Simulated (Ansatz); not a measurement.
# Several settings converged on TiTc (P4mm, 2 atoms in the cell)

```xyz
2
Lattice="3.1038 0.0000 0.0000 0.0000 3.1038 0.0000 0.0000 0.0000 3.1038" Properties=species:S:1:pos:R:3 pbc="T T T"
Ti     1.5519     1.5519     1.6019
Tc     0.0000     0.0000     0.0000
```

Base method: PBEsol, default PAW files made with PBE (plane waves; Ansatz, a quantum-chemistry and plane-wave program).

Base settings: basis.ecutwfc = 500 eV; kpoints.mp_grid.grid = 11 11 11; hamiltonian.xc = pbesol; hamiltonian.pseudopotentials = {kind: paw} (the program's default PAW files); scf.occupations.method = fermi_dirac; scf.occupations.width = 0.1 eV.

The count of work is k-points × plane waves × bands × iterations; it is no time. 

**The width of Fermi-Dirac smearing**

In this ladder: kpoints.mp_grid.grid = 18 18 18.

Narrow widths need finer meshes than wide ones, so the last steps can hold mesh noise.

Only quantities that move along the ladder and can be compared are tabulated; pressure and forces are left out, as mesh noise rules them at narrow widths.

| scf.occupations.width | free energy less the last step's (meV/atom) | energy extrapolated to zero width less the last step's (meV/atom) |
|---|---|---|
| 1 eV | -1622.19 | 88.23 |
| 0.5 eV | -365.65 | 15.66 |
| 0.3 eV | -128.41 | -1.55 |
| 0.2 eV | -55.29 | 0.60 |
| 0.1 eV | -10.69 | 0.38 |
| 0.05 eV | 0.00 | 0.00 |

Widest scf.occupations.width that holds the energy extrapolated to zero width within 2 meV/atom of the last step, with all finer ones: 0.3 eV; the step before is off by 16 meV/atom.

Widest scf.occupations.width that holds the free energy within 5 meV/atom: not settled: the last two steps still differ by 11 meV/atom, over half the tolerance, so the ladder does not show it.

The extrapolation to zero width removes most of the smearing's effect on the energy.

**The width of Methfessel-Paxton smearing**

In this ladder: kpoints.mp_grid.grid = 18 18 18; scf.occupations.method = methfessel_paxton.

Narrow widths need finer meshes than wide ones, so the last steps can hold mesh noise.

Only quantities that move along the ladder and can be compared are tabulated; pressure and forces are left out, as mesh noise rules them at narrow widths.

```csv
scf.occupations.width,free energy less the last step's (meV/atom)
1 eV,5.60
0.5 eV,2.89
0.3 eV,0.82
0.2 eV,0.03
0.1 eV,-0.03
0.05 eV,0.00
```

Widest scf.occupations.width that holds the free energy within 1 meV/atom of the last step, with all finer ones: 0.3 eV; the step before is off by 2.9 meV/atom.

**The mesh under tetrahedron occupations**

In this ladder: scf.occupations.method = tetrahedron; scf.occupations.width = default.

Only quantities that move along the ladder and can be compared are tabulated.

| kpoints.mp_grid.grid | free energy less the last step's (meV/atom) | pressure (GPa) | largest difference of a force vector from the last step's (eV/Å) | count of work / last |
|---|---|---|---|---|
| 5 5 5 | 36.31 | -6.49 | 0.031 | 0.015 |
| 6 6 6 | -25.95 | -7.34 | 0.013 | 0.034 |
| 7 7 7 | 3.89 | -7.01 | 0.010 | 0.034 |
| 8 8 8 | -0.39 | -6.93 | 0.001 | 0.063 |
| 10 10 10 | -0.29 | -6.91 | 0.004 | 0.11 |
| 13 13 13 | -0.18 | -6.90 | 0.001 | 0.17 |
| 16 16 16 | 0.05 | -6.90 | 0.002 | 0.34 |
| 20 20 20 | -0.04 | -6.91 | 0.001 | 0.61 |
| 25 25 25 | 0.00 | -6.91 | 0.000 | 1.0 |

Coarsest kpoints.mp_grid.grid that holds the free energy within 0.5 meV/atom of the last step, with all finer ones: 8 8 8, at 0.063 of the last step's count of work; the step before is off by 3.9 meV/atom.

Coarsest kpoints.mp_grid.grid that holds the forces within 0.02 eV/Å of the last step, with all finer ones: 6 6 6, at 0.034 of the last step's count of work; the step before is off by 0.031 eV/Å.

Coarsest kpoints.mp_grid.grid that holds the pressure within 0.2 GPa of the last step, with all finer ones: 7 7 7, at 0.034 of the last step's count of work; the step before is off by 0.43 GPa.

On the base run: the starting cell comes from a database of computed structures (which also holds hypothetical and non-ambient phases and stackings), without a prior relaxation at this level. Its lattice was rescaled by up to half a per cent. One atom was moved a little off its site on purpose. Spin polarisation is off. In the base run, with a pressure of about -7 GPa the cell is away from its equilibrium volume at this level. Ansatz's pressure includes its estimate of the finite-basis (Pulay) stress.

Left out of this page: 4 runs of the series outside the window shown, repeating another row's setting, or not comparable.

Keys are those of Ansatz 0.2.
